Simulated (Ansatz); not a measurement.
**Converging shifted k-point meshes: Mo (Im-3m, 1 atom in the cell)**

```
CELL_PARAMETERS angstrom
     -1.56713     1.56713     1.56713
      1.56713    -1.56713     1.56713
      1.56713     1.56713    -1.56713
ATOMIC_POSITIONS crystal
  Mo 0.00000 0.00000 0.00000
```

Method of the run: LDA (PW92), PAW files made with PBE (plane waves; Ansatz, an electronic-structure program).

Base settings: basis.ecutwfc = 30.9 Ry; kpoints.mp_grid.grid = 15 15 15; hamiltonian.xc = lda; hamiltonian.pseudopotentials = {kind: paw} (the program's default PAW files); scf.occupations.method = fermi_dirac; scf.occupations.width = 0.0073 Ry.

In this ladder: kpoints.mp_grid.shift = 0.5 0.5 0.5.

Only quantities that move along the ladder and can be compared are tabulated.

The count of work is k-points × plane waves × bands × iterations; it is no time. 

The starting cell has typed, rounded lattice constants, without a prior relaxation at this level. Its lattice was rescaled by up to half a per cent. Spin polarisation is off. In the base run, with a pressure of about -6 GPa the cell is away from its equilibrium volume at this level. Ansatz's pressure includes its estimate of the finite-basis (Pulay) stress.

| kpoints.mp_grid.grid | free energy less the last step's (meV/atom) | pressure (GPa) | count of work / last |
|---|---|---|---|
| 3 3 3 | 205.56 | 0.79 | 0.0015 |
| 4 4 4 | -197.56 | -8.93 | 0.0022 |
| 5 5 5 | 114.14 | -2.41 | 0.0036 |
| 6 6 6 | 36.65 | -5.61 | 0.0051 |
| 7 7 7 | 11.48 | -5.75 | 0.0073 |
| 8 8 8 | 1.72 | -5.85 | 0.0094 |
| 9 9 9 | 12.42 | -5.81 | 0.013 |
| 10 10 10 | -10.31 | -6.41 | 0.016 |
| 11 11 11 | -13.36 | -6.05 | 0.020 |
| 13 13 13 | 8.64 | -5.84 | 0.030 |
| 14 14 14 | -5.53 | -6.28 | 0.036 |
| 15 15 15 | -2.34 | -6.14 | 0.044 |
| 17 17 17 | 0.12 | -6.06 | 0.060 |
| 19 19 19 | 0.51 | -5.91 | 0.080 |
| 21 21 21 | -0.67 | -6.05 | 0.10 |
| 23 23 23 | 1.00 | -6.00 | 0.13 |
| 26 26 26 | 0.11 | -5.99 | 0.18 |
| 29 29 29 | -0.52 | -6.04 | 0.25 |
| 32 32 32 | -0.32 | -6.03 | 0.32 |
| 35 35 35 | -0.07 | -6.02 | 0.41 |
| 39 39 39 | -0.16 | -6.02 | 0.56 |
| 43 43 43 | -0.12 | -6.02 | 0.73 |
| 48 48 48 | 0.00 | -6.01 | 1.0 |

Coarsest kpoints.mp_grid.grid that holds the free energy within 5 meV/atom of the last step, with all finer ones: 15 15 15, at 0.044 of the last step's count of work; the step before is off by 5.5 meV/atom.

Coarsest kpoints.mp_grid.grid that holds the pressure within 0.5 GPa of the last step, with all finer ones: 6 6 6, at 0.0051 of the last step's count of work; the step before is off by 3.6 GPa.

Keys are those of Ansatz 0.2.
